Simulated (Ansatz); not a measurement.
Converging the k-point mesh: LuCl3 (P3m1, 8 atoms in the cell)

```xyz
8
Lattice="9.4166 0.0000 0.0000 -4.7083 8.1550 0.0000 0.0000 0.0000 3.4552" Properties=species:S:1:pos:R:3 pbc="T T T"
Lu     4.7083     2.7183     0.9138
Lu     0.0000     5.4367     2.5914
Cl     6.3670     1.7607     2.5914
Cl    -1.6587     6.3943     0.8638
Cl     1.6587     6.3943     0.8638
Cl     3.0496     1.7607     2.5914
Cl     4.7083     4.6337     2.5914
Cl     0.0000     3.5213     0.8638
```

Method: LDA (PW92), default PAW files made with PBE (plane waves; Ansatz, a program for electronic structure).

Base settings: basis.ecutwfc = 420 eV; kpoints.mp_grid.grid = 3 3 7; hamiltonian.xc = lda; hamiltonian.pseudopotentials = {kind: paw} (the program's default PAW files); scf.occupations.method = fixed.

The second cell is the first with its lattice scaled by 0.98.

Only quantities that move along the ladder and can be compared are tabulated.

The count of work is k-points × plane waves × bands × iterations; it is no time. Core times come from one kind of shared machine, to one figure; runs under 30 s give none.

The starting cell comes from a database of computed structures (which also holds hypothetical and non-ambient phases and stackings), without a prior relaxation at this level. Its lattice was rescaled by up to half a per cent. One atom was moved a little off its site on purpose. Spin-orbit coupling is off. Ansatz's pressure includes its estimate of the finite-basis (Pulay) stress.

| kpoints.mp_grid.grid | free energy less the last step's (meV/atom) | energy of the compressed cell less the first (meV/atom) | pressure (GPa) | largest difference of a force vector from the last step's (eV/Å) | gap on the mesh (eV) | count of work / last | core time / last (rough) |
|---|---|---|---|---|---|---|---|
| 1 1 2 | 103.98 | 12.00 | -0.35 | 0.105 | 3.322 | 0.0077 | – |
| 1 1 3 | 12.51 | 2.68 | -1.06 | 0.036 | 3.373 | 0.0088 | – |
| 2 2 3 | 8.44 | 2.12 | -1.10 | 0.035 | 3.377 | 0.020 | – |
| 2 2 4 | 2.23 | 1.70 | -1.14 | 0.005 | 3.376 | 0.030 | – |
| 2 2 5 | 0.56 | 1.44 | -1.16 | 0.002 | 3.372 | 0.030 | – |
| 3 3 6 | 0.15 | 1.34 | -1.17 | 0.001 | 3.373 | 0.069 | – |
| 3 3 7 | 0.05 | 1.31 | -1.17 | 0.000 | 3.374 | 0.074 | – |
| 3 3 8 | 0.01 | 1.30 | -1.17 | 0.000 | 3.375 | 0.089 | – |
| 4 4 8 | 0.01 | 1.30 | -1.17 | 0.000 | 3.375 | 0.11 | – |
| 4 4 9 | 0.00 | 1.30 | -1.17 | 0.000 | 3.375 | 0.12 | 0.1 |
| 5 5 10 | 0.00 | 1.29 | -1.17 | 0.000 | 3.373 | 0.19 | 0.2 |
| 5 5 11 | 0.00 | 1.29 | -1.17 | 0.000 | 3.373 | 0.20 | 0.2 |
| 6 6 12 | 0.00 | 1.29 | -1.17 | 0.000 | 3.373 | 0.32 | 0.3 |
| 6 6 14 | 0.00 | 1.29 | -1.17 | 0.000 | 3.374 | 0.37 | 0.3 |
| 7 7 15 | 0.00 | 1.29 | -1.17 | 0.000 | 3.373 | 0.46 | 0.3 |
| 7 7 17 | 0.00 | 1.29 | -1.17 | 0.000 | 3.373 | 0.51 | 0.6 |
| 8 8 19 | 0.00 | 1.29 | -1.17 | 0.000 | 3.374 | 0.72 | 0.6 |
| 9 9 21 | 0.00 | 1.29 | -1.17 | 0.000 | 3.373 | 1.0 | 1 |

Coarsest kpoints.mp_grid.grid that holds the energy of the compressed cell less the first within 1 meV/atom of the last step, with all finer ones: 2 2 3, at 0.020 of the last step's count of work; the step before is off by 1.4 meV/atom.

Coarsest kpoints.mp_grid.grid that holds the forces within 0.01 eV/Å of the last step, with all finer ones: 2 2 4, at 0.030 of the last step's count of work; the step before is off by 0.035 eV/Å.

The energy difference between the two cells stays within 1 meV/atom of the last step's from 2 2 3 on, the total only from 2 2 5 on: much of the error is common to both cells and cancels.

Keys are those of Ansatz 0.2.
